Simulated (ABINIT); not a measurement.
A self-consistent single point of SnO (Cmc2_1, 8 atoms in the cell) with ABINIT.

Level of theory: PBEsol, PAW (JTH v2.0 PBE PAW, files made for PBE) (plane waves; ABINIT).

The change in words: lattice scaled by 0.98. Reference geometry:
```
CELL_PARAMETERS angstrom
      2.25090    -2.77840     0.00000
      2.25090     2.77840     0.00000
      0.00000     0.00000    12.15414
ATOMIC_POSITIONS crystal
  Sn 0.97221 0.02779 0.99983
  Sn 0.02779 0.97221 0.49983
  Sn 0.62356 0.37644 0.77072
  Sn 0.37644 0.62356 0.27072
  O  0.59271 0.40729 0.94945
  O  0.40729 0.59271 0.44945
  O  0.00475 0.99525 0.82154
  O  0.99525 0.00475 0.32154
```

Reference input (self-consistent single point, DFT, PBEsol, plane waves, PAW (JTH v2.0 PBE PAW, files made for PBE)): pseudos = [Sn.GGA_PBE-JTH.xml, O.GGA_PBE-JTH.xml]; ecut = 653 eV; pawecutdg = 1306 eV; pawxcdev = 0; ixc = -116133; occopt = 1; ngkpt = 4 4 2; nshiftk = 1; shiftk = 0 0 0; potentials = JTH v2.0 PBE PAW; nband = 43; kptopt = 1. This run's input differs from it in these lines:

```diff
@@ -5,5 +5,5 @@
 rprim
-         4.2535902031   -5.2504093955    0.0000000000
-         4.2535902031    5.2504093955    0.0000000000
-         0.0000000000    0.0000000000   22.9679996598
+         4.1685185124   -5.1454010942    0.0000000000
+         4.1685185124    5.1454010942    0.0000000000
+         0.0000000000    0.0000000000   22.5086393643
 natom 8
```

The program printed (abridged):

```
--- !BeginCycle
solver: {iscf: 17, nstep: 60, nline: 4, wfoptalg: 10, }
tolerances: {tolvrs: 1.00E-10, }
...

     iter   Etot(hartree)      deltaE(h)  residm     nres2
 ETOT  1  -342.81539862246    -3.428E+02 2.576E-01 4.497E+01
 ETOT  2  -343.30105804465    -4.857E-01 2.929E-02 2.671E+01
 ETOT  3  -343.27509685905     2.596E-02 9.870E-03 1.606E+00
 ETOT  4  -343.27605310578    -9.562E-04 4.296E-03 1.218E+00
 ETOT  5  -343.27346949669     2.584E-03 1.477E-03 6.324E-02
   [... 12 lines left out ...]
 ETOT 18  -343.27348356976     3.735E-11 3.357E-04 7.535E-09
 ETOT 19  -343.27348356976     1.705E-13 1.392E-04 4.565E-09
 ETOT 20  -343.27348356975     6.139E-12 2.865E-04 2.096E-10
 ETOT 21  -343.27348356975    -4.150E-12 1.133E-04 6.991E-11
 At SCF step   21       nres2   =  6.99E-11 < tolvrs=  1.00E-10 =>converged.

 Cartesian components of stress tensor (hartree/bohr^3)
  sigma(1 1)= -2.62475362E-05  sigma(3 2)=  0.00000000E+00
  sigma(2 2)= -1.47191698E-05  sigma(3 1)=  0.00000000E+00
  sigma(3 3)= -6.37048263E-05  sigma(2 1)=  0.00000000E+00

 ----iterations are completed or convergence reached----

 reduced coordinates (array xred) for    8 atoms
       0.972210000000      0.027790000000      0.999830000000
       0.027790000000      0.972210000000      0.499830000000
       0.623560000000      0.376440000000      0.770720000000
       0.376440000000      0.623560000000      0.270720000000
       0.592710000000      0.407290000000      0.949450000000
       0.407290000000      0.592710000000      0.449450000000
   [... lines left out ...]
 Fermi (or HOMO) energy (hartree) =   0.18238   Average Vxc (hartree)=  -0.37787
 Fermi (or HOMO) energy (eV) =   4.96275   Average Vxc (eV)= -10.28232
   [... lines left out ...]
local_psp           : -3.58139843565207E+02
total_energy        : -3.43273483206401E+02
total_energy_eV     : -9.34094652048864E+03
...

-Cartesian components of stress tensor (GPa)         [Pressure=  1.0265E+00 GPa]
- sigma(1 1)= -7.72229046E-01  sigma(3 2)=  0.00000000E+00
- sigma(2 2)= -4.33052853E-01  sigma(3 1)=  0.00000000E+00
- sigma(3 3)= -1.87426038E+00  sigma(2 1)=  0.00000000E+00

 Calculation completed.
```

The run converged in 21 iterations. Against the reference run the free energy drops by 9.0 meV/atom, the pressure goes from -4.04 to 1.03 GPa, the largest force goes from 0.390 to 0.483 eV/Å and the gap on the mesh goes from 1.657 to 1.576 eV.

The starting cell comes from a database of computed structures (which also holds hypothetical and non-ambient phases and stackings), without a prior relaxation at this level. Its lattice was rescaled by a random factor within 2.5 % of one. For this run, on top of that: lattice scaled by 0.98. The potentials were made for another functional than the one used.

Cost on one core of a shared machine: roughly 10 min.
